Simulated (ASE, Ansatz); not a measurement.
A thermal frame of composition Li3Al, cell Li48Al16, held well above this temperature first [in the CHGNet run: it was liquid; mean temperature 1029 K (target 1000 K); density 0.97 g/cm³, volume +8 % from the start cell's], from MD with the machine-learned potential CHGNet 0.3.0 in ASE at 1000 K. Level of theory: r2SCAN (plane waves, PAW; Ansatz, a first-principles code).

* **plane-wave cutoff**: 500 eV
* **k-points**: one point, (1/4, 1/4, 1/4)
* **Fermi-Dirac width**: 0.086 eV
* **spin**: not polarised; no spin-orbit coupling

A check of the k-sampling: on the last frame of the same run a denser mesh moved the PBE forces by 0.043 eV/Å rms, the static pressure by -0.01 GPa and the free energy by 2 meV/atom.

```
CELL_PARAMETERS angstrom
     10.95670     0.00000     0.00000
      0.00000    10.95670     0.00000
      0.00000     0.00000    10.95670
ATOMIC_POSITIONS crystal
  Li 0.48329 0.65750 0.85907
  Li 0.14264 0.80669 0.10765
  Li 0.86955 0.66096 0.18979
  Li 0.09512 0.91488 0.52613
  Li 0.94281 0.45184 0.09982
  Li 0.99699 0.38116 0.87106
  Li 0.70093 0.87718 0.79484
  Li 0.91729 0.15316 0.13130
  Li 0.50863 0.69142 0.32778
  Li 0.17560 0.49492 0.46413
  Li 0.69990 0.83222 0.27915
  Li 0.09571 0.64921 0.87250
  Li 0.10577 0.03856 0.31470
  Li 0.23891 0.03168 0.02679
  Li 0.62001 0.24096 0.02120
  Li 0.83053 0.61067 0.93575
  Li 0.89913 0.91608 0.18610
  Li 0.42076 0.50840 0.44668
  Li 0.87883 0.50634 0.41360
  Li 0.19177 0.51088 0.08268
  Li 0.37810 0.41377 0.23564
  Li 0.91091 0.09724 0.94766
  Li 0.39401 0.16969 0.75908
  Li 0.69388 0.15546 0.26203
  Li 0.52465 0.08340 0.35817
  Li 0.56571 0.49149 0.03605
  Li 0.21475 0.24613 0.60077
  Li 0.60261 0.38181 0.79100
  Li 0.95763 0.07262 0.64768
  Li 0.79781 0.01275 0.44014
  Li 0.30003 0.17331 0.34992
  Li 0.30903 0.79857 0.46601
  Li 0.56045 0.89600 0.53828
  Li 0.50469 0.02474 0.94763
  Li 0.92494 0.68085 0.71856
  Li 0.68644 0.44984 0.30052
  Li 0.68706 0.04832 0.05002
  Li 0.72287 0.73875 0.49015
  Li 0.23953 0.70949 0.69074
  Li 0.66345 0.78805 0.04479
  Li 0.99335 0.27792 0.45878
  Li 0.41842 0.88999 0.15867
  Li 0.48700 0.70029 0.60259
  Li 0.10869 0.45365 0.66418
  Li 0.03362 0.74255 0.37199
  Li 0.35546 0.36267 0.96920
  Li 0.71617 0.26267 0.53247
  Li 0.11082 0.89203 0.81819
  Al 0.57034 0.10876 0.64022
  Al 0.41745 0.62093 0.08270
  Al 0.49769 0.30208 0.52161
  Al 0.76054 0.18594 0.77380
  Al 0.09428 0.44411 0.27098
  Al 0.91141 0.85048 0.96223
  Al 0.28794 0.65872 0.28470
  Al 0.17814 0.26158 0.11653
  Al 0.42432 0.16311 0.15047
  Al 0.39506 0.46540 0.68978
  Al 0.41095 0.92286 0.72111
  Al 0.84402 0.46860 0.67591
  Al 0.62390 0.50672 0.54635
  Al 0.33953 0.80053 0.92432
  Al 0.33405 0.05553 0.54266
  Al 0.77529 0.36980 0.95959
```

Question: Give the forces on atoms 3, 4, 7, 40, 41, 48 (eV/Å), the static pressure (no kinetic part).

Answer: 
```json
[
 {"atom": "Li3", "Fx Fy Fz": "0.148 -0.028 -0.146"},
 {"atom": "Li4", "Fx Fy Fz": "0.172 0.010 0.241"},
 {"atom": "Li7", "Fx Fy Fz": "0.026 0.342 -0.304"},
 {"atom": "Li40", "Fx Fy Fz": "-0.297 -0.346 -0.175"},
 {"atom": "Li41", "Fx Fy Fz": "-0.094 -0.008 -0.282"},
 {"atom": "Li48", "Fx Fy Fz": "0.185 0.290 -0.001"}
]
```
static pressure (no kinetic part): 0.01 GPa
